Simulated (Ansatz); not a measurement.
The reference is KI in the rock salt structure (space group Fm-3m, No. 225).

KI has the cubic space group Fm-3m (No. 225), the rock salt structure, Pearson symbol cF8. Lattice parameters: a = b = c = 7.0056 Å, α = β = γ = 90.00°. K on 4a is surrounded by 6 I at 3.503 Å (octahedral). I on 4b is coordinated by 6 K at 3.503 Å (octahedral). (Neighbours: up to the widest gap in distance over summed covalent radii, below 1.35, at either atom; cation-cation and far metal-metal contacts left out.)
(The calculation used a cell of 2 atoms; values per cell refer to that cell.)

Calculations: PBEsol/PAW in Ansatz (a quantum-chemistry and plane-wave program), without spin-orbit coupling.

For the base:

| Item | Value |
|---|---|
| Band gap | 3.87 eV |
| Pressure | 0.01 GPa |

Now apply this change: every lattice vector is shortened by 2.50 %, atoms relaxed at fixed cell.

**Question.** What happens to the band gap, energy relative to the base and pressure?

**Answer.** The band gap increases by 0.18 eV to 4.05 eV; the energy goes up by 10 meV/atom; the pressure goes up by 1.12 GPa, from 0.01 GPa to 1.13 GPa.

Spin-orbit coupling, missing from the scalar runs, can matter with I. The cells carry an imposed strain or load. Stability against distortions was not tested.
